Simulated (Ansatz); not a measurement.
# HfB2, response to strain

Base system: HfB2 (space group P6/mmm, No. 191; relaxed with 0.1 eV smearing).

```
HfB2
1.0
    3.12780     0.00000     0.00000
   -1.56390     2.70875     0.00000
    0.00000     0.00000     3.44608
Hf B
1 2
Direct
  0.00000   0.00000   0.00000
  0.66667   0.33333   0.50000
  0.33333   0.66667   0.50000
```

Cartesian axes are those of the cell as printed.

Strains are applied to the cell and any free atomic positions relax.

Level of theory: PBEsol (Ansatz, a program for electronic structure, PAW, without spin-orbit coupling).

Notes on the quantities. energy relative to the base: free energy F; pressure: mean of the normal stresses, compression positive.

```
variant                         energy relative to the base  pressure  volume per atom
------------------------------  ---------------------------  --------  ---------------
base                                             0 meV/atom   0.0 GPa          9.73 Å³
uniaxial strain ε_xx = −3.00 %                 +18 meV/atom   9.0 GPa          9.44 Å³
uniaxial strain ε_xx = −2.50 %                 +12 meV/atom   7.4 GPa          9.49 Å³
uniaxial strain ε_xx = −2.00 %                +7.9 meV/atom   5.8 GPa          9.54 Å³
uniaxial strain ε_xx = −1.50 %                +4.4 meV/atom   4.3 GPa          9.59 Å³
uniaxial strain ε_xx = −1.00 %                +1.9 meV/atom   2.8 GPa          9.63 Å³
uniaxial strain ε_xx = −0.50 %                +0.5 meV/atom   1.4 GPa          9.68 Å³
uniaxial strain ε_xx = +1.00 %                +1.9 meV/atom  -2.6 GPa          9.83 Å³
uniaxial strain ε_xx = +2.00 %                +7.3 meV/atom  -5.1 GPa          9.93 Å³
uniaxial strain ε_xx = +3.00 %                 +16 meV/atom  -7.4 GPa         10.02 Å³
```

No phonon test of stability was made. The final runs are not spin-polarised.
